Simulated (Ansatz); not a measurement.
## LuAlN2 (model structure, started from the ScAlN2 type, P3m1, No. 156, 4 atoms in the cell): properties by level of theory

```tsv
level (code)	lattice constant a (Å)	c axis length (Å)	bulk modulus B0 (GPa)	cohesive energy (eV/atom)	band gap (eV)
LDA (Ansatz)	3.366	5.299	160	6.75	2.30
PBE (Ansatz)	3.425	5.416	141	5.81	2.03
PBEsol (Ansatz)	3.398	5.344	150	6.22	2.11
r²SCAN (Ansatz)	3.399	5.382	154	5.90	2.59
```

Computed values are for a static lattice. Levels without +SOC have no spin–orbit coupling; where heavier elements are present it shifts gaps, mostly down, and can invert bands.  Each level is taken at its own relaxed cell. Cutoffs differ between the levels. Ansatz's density-functional and Hartree–Fock values are scalar-relativistic unless marked +SOC, with PAW data made under PBE.

Caveats: the bulk modulus is −V dP/dV from two relaxed cells at ±2 % in volume (LDA, PBE, PBEsol, r²SCAN). Ansatz's density-functional and Hartree–Fock values are scalar-relativistic unless marked +SOC, with PAW data made under PBE.

Free atoms are spin-polarised, in the lowest state found; at levels without +SOC their spin–orbit coupling is left out.

The computed numbers hold no vibrational or temperature effects.

A model structure was made by putting elements into a prototype or built by hand; it is no filed structure, need not be a known phase, and can be a saddle point held by its symmetry.

Ansatz is a program for electronic structure.
